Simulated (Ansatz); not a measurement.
Si (diamond structure), cut as [110] wire, round, centred on channel, 0.73 nm across, F-ended; geometry relaxed with PBE. The relaxation kept the symmetry of its start, so a lower minimum of less symmetry isn't excluded. The period along the axis is held at the bulk value. With PBE (Ansatz, a quantum-chemistry and plane-wave program) the gap on the k-mesh of the run is 1.40 eV. k-points: Γ-centred 1×1×7 mesh; occupations: Fermi-Dirac, 0.020 eV; spin polarisation not allowed. Spin-orbit coupling is left out.

Problem. What gap does HSE06 run with Ansatz give on the same geometry and mesh?

Solution. 2.14 eV, wider by 0.74 eV.
